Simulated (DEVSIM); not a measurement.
Device: abrupt InP p-n junction, at 250 K.

```tsv
layer (left to right)	material	thickness (μm)	Nd (cm⁻³)	Na (cm⁻³)	τn (s)	τp (s)
1	InP	0.550	-	6.9e15	8.5e-8	8.5e-8
2	InP	0.550	5.8e14	-	8.5e-8	8.5e-8
```

Left contact: ohmic. Right contact: ohmic. Voltage is applied to the left contact. Recombination: SRH at mid-gap, radiative. Mobility is μmin + (μ − μmin)/(1 + (N/Nref)^α).

Constants are typed, rounded textbook-type inputs, not results; the design itself was drawn at random and stands for no fabricated device. Values at 300 K; Nc and Nv go as T^1.5, mobilities as T to minus their exponent, the gap by Varshni's rule with the affinity fixed.

```
parameter              InP
----------------  --------
gap (eV)             1.344
affinity (eV)         4.38
permittivity          12.5
Nc (cm⁻³)           5.7e17
Nv (cm⁻³)           1.1e19
μn (cm²/Vs)           5200
μp (cm²/Vs)            170
μn,min                 400
μp,min                  10
Nref,n                3e17
Nref,p              4.9e17
αn                    0.47
αp                    0.62
T exponent of μn         2
T exponent of μp         2
B (cm³/s)          1.2e-10
Varshni α (eV/K)  0.000363
Varshni β (K)          162
```

DEVSIM, 1D drift-diffusion, Boltzmann statistics, complete ionisation; no tunnelling, impact ionisation, image-force lowering or self-heating.

The doping Na of layer 1 was swept, all else fixed.

```
doping Na of layer 1 (cm^-3)  dark forward voltage at 100 A/cm² (V)  potential step across the device at zero bias (V)  largest field in the device at zero bias (V/cm)  dark forward voltage at 1 A/cm² (V)
----------------------------  -------------------------------------  -------------------------------------------------  -----------------------------------------------  -----------------------------------
2.1e14                                                        0.982                                              0.989                                            11000                                0.842
6.9e14                                                        1.005                                              1.015                                            12000                                0.880
2.1e15                                                        1.028                                              1.038                                            15000                                0.910
6.9e15                                                          ___                                              1.064                                              ___                                  ___
2.1e16                                                        1.064                                              1.088                                            20000                                0.936
6.9e16                                                        1.077                                              1.114                                            23000                                0.938
2.1e17                                                        1.084                                              1.138                                            29000                                0.937
```

Task: What belongs in the gaps?

Result: 
- 6.9e15, dark forward voltage at 100 A/cm² (V): 1.047
- 6.9e15, largest field in the device at zero bias (V/cm): 18000
- 6.9e15, dark forward voltage at 1 A/cm² (V): 0.929
